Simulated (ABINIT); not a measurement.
Band structure of HfO2 (Fm-3m, 3 atoms in the cell).

```yaml
crystal:
  lattice:
    - [0.00000, 2.47255, 2.47255]
    - [2.47255, 0.00000, 2.47255]
    - [2.47255, 2.47255, 0.00000]
  atoms:
    - { symbol: Hf, position: [0.00000, 0.00000, 0.00000] }
    - { symbol: O, position: [0.75000, 0.75000, 0.75000] }
    - { symbol: O, position: [0.25000, 0.25000, 0.25000] }
```

Computed with PBE, norm-conserving pseudopotentials (PseudoDojo nc-sr-05 PBE standard) (plane waves; ABINIT).

Settings: pseudos = [Hf.upf, O.upf]; ecut = 42 Ha; ixc = 11; occopt = 1; ngkpt = 12 12 12; nshiftk = 1; shiftk = 0 0 0; potentials = PseudoDojo nc-sr-05 PBE standard; kptopt = 1; nstep = 60; toldfe1 = 1e-09 Ha; diemac = 4; ndtset = 2.

The starting cell comes from a database of computed structures (which also holds hypothetical and non-ambient phases and stackings), without a prior relaxation at this level. Its lattice was rescaled by a random factor within 2.5 % of one. Spin-orbit coupling is off.

Problem. Predict the gap along the standard path and the places of the band edges.

Solution. The gap along the path is 4.04 eV, direct at X to within 0.01 eV. Another conduction valley lies within 0.1 eV, so the order of the valleys is not sure.

Levels in eV from the top of the valence band on the SCF mesh, bands 9 to 15:
```csv
point,9,10,11,12,13,14,15
Γ,-5.81,-0.64,-0.64,-0.64,4.12,4.12,6.47
X,-3.62,-1.68,-1.68,0.00,4.04,5.98,7.40
W,-2.72,-2.72,-1.52,-0.23,5.15,5.58,7.81
K,-3.53,-2.45,-1.40,-0.37,4.62,5.89,7.66
L,-3.16,-2.87,-1.91,-1.91,4.94,4.94,7.77
U,-3.53,-2.45,-1.40,-0.37,4.62,5.89,7.66
```
